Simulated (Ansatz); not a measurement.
A short convergence ladder for HfSi (Pm, 8 atoms in the cell)

```
CELL_PARAMETERS angstrom
      6.84181     0.00000     0.00000
      0.00000     3.75692     0.00000
      0.00000     0.00000     5.20778
ATOMIC_POSITIONS crystal
  Hf 0.67514 0.25000 0.38399
  Hf 0.32486 0.75000 0.62561
  Hf 0.82486 0.75000 0.87439
  Hf 0.17514 0.25000 0.12561
  Si 0.54312 0.25000 0.86087
  Si 0.45688 0.75000 0.13913
  Si 0.95688 0.75000 0.36087
  Si 0.04312 0.25000 0.63913
```

Base method: LDA (PW92), default PAW files made with PBE (plane waves; Ansatz, a first-principles code).

Base settings: basis.ecutwfc = 420 eV; kpoints.mp_grid.grid = 2 5 3; hamiltonian.xc = lda; hamiltonian.pseudopotentials = {kind: paw} (the program's default PAW files); scf.occupations.method = gaussian; scf.occupations.width = 0.1 eV.

The count of work is k-points × plane waves × bands × iterations; it is no time. 

**The cutoff for other potential files**

Level: DFT, LDA (PW92), plane waves, harder PAW files (source: ansatz) made with PBE.

In this ladder: hamiltonian.pseudopotentials = {kind: paw, source: ansatz}.

The second cell is the first with its lattice scaled by 0.98.

The mesh stays at the base's, so the ladder's end is converged at best in this setting alone.

The first pressure column holds Ansatz's estimate of the finite-basis (Pulay) stress, which hides part of the cutoff error; the other is without it.

Only quantities that move along the ladder and can be compared are tabulated.

| basis.ecutwfc | free energy less the last step's (meV/atom) | energy of the compressed cell less the first (meV/atom) | pressure (GPa) | pressure without the Pulay estimate (GPa) | largest difference of a force vector from the last step's (eV/Å) | count of work / last |
|---|---|---|---|---|---|---|
| 235 eV | 5536.29 | -20.40 | 1.17 | -296.42 | 0.416 | 0.11 |
| 285 eV | 972.26 | 26.94 | -2.93 | -63.54 | 0.070 | 0.13 |
| 365 eV | 62.73 | 7.24 | -3.77 | -8.87 | 0.005 | 0.21 |
| 440 eV | 4.52 | 6.32 | -3.88 | -4.31 | 0.001 | 0.28 |
| 520 eV | 0.67 | 6.12 | -3.90 | -3.92 | 0.000 | 0.35 |
| 625 eV | 0.47 | 6.11 | -3.90 | -3.90 | 0.000 | 0.47 |
| 780 eV | 0.24 | 6.10 | -3.90 | -3.90 | 0.000 | 0.65 |
| 1040 eV | 0.00 | 6.10 | -3.90 | -3.90 | 0.000 | 1.0 |

Coarsest basis.ecutwfc that holds the pressure without the Pulay estimate within 0.5 GPa of the last step, with all finer ones: 440 eV, at 0.28 of the last step's count of work; the step before is off by 5.0 GPa.

Coarsest basis.ecutwfc that holds the forces within 0.01 eV/Å of the last step, with all finer ones: 365 eV, at 0.21 of the last step's count of work; the step before is off by 0.070 eV/Å.

Coarsest basis.ecutwfc that holds the energy of the compressed cell less the first within 0.2 meV/atom of the last step, with all finer ones: 520 eV, at 0.35 of the last step's count of work; the step before is off by 0.22 meV/atom.

The energy difference between the two cells stays within 1 meV/atom of the last step's from 440 eV on, the total only from 520 eV on: much of the error is common to both cells and cancels.

At the lowest cutoff the pressure without the Pulay estimate lies 293 GPa under the last step's, the usual sign of Pulay stress in an incomplete plane-wave basis.

On the base run: the starting cell comes from a database of computed structures (which also holds hypothetical and non-ambient phases and stackings), without a prior relaxation at this level. Its lattice was rescaled by up to half a per cent. One atom was moved a little off its site on purpose. In the base run, with a pressure of about -4 GPa the cell is away from its equilibrium volume at this level. Without a gap this mesh is coarse (it stands for a supercell whose shortest vector is 14 Å).

Keys are those of Ansatz 0.2.
